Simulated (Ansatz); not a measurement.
Data:

```xyz
5
Lattice="3.9901 0.0000 0.0000 0.0000 3.9901 -0.0790 0.0000 -0.0790 3.9901" Properties=species:S:1:pos:R:3 pbc="T T T"
K      0.0000     0.0000     0.0000
Ta     1.9951     1.9556     1.9556
O      0.0000     1.9556     1.9556
O      1.9951     1.9951    -0.0395
O      1.9951    -0.0395     1.9951
```

No spin polarisation.

The values are results of r2SCAN (Ansatz, a first-principles code), no spin-orbit coupling, not measurements. Γ-centred 8×8×8 mesh, Fermi–Dirac width 0.05 eV.

What band gap does the calculation give?

2.54 eV.

What stress (xx, yy, zz, yz, xz, xy; compression positive) does the calculation give?

(0.05, 0.08, 0.08, 4.28, 0.00, 0.00) GPa.

Spin-orbit coupling, missing from the scalar runs, can matter with Ta. The cells carry an imposed strain or load. No phonon test of stability was made. The cell was made from KTaO₃ in the cubic perovskite structure (space group Pm-3m, No. 221) by this change: tensor shear ε_yz = −1.98 %.
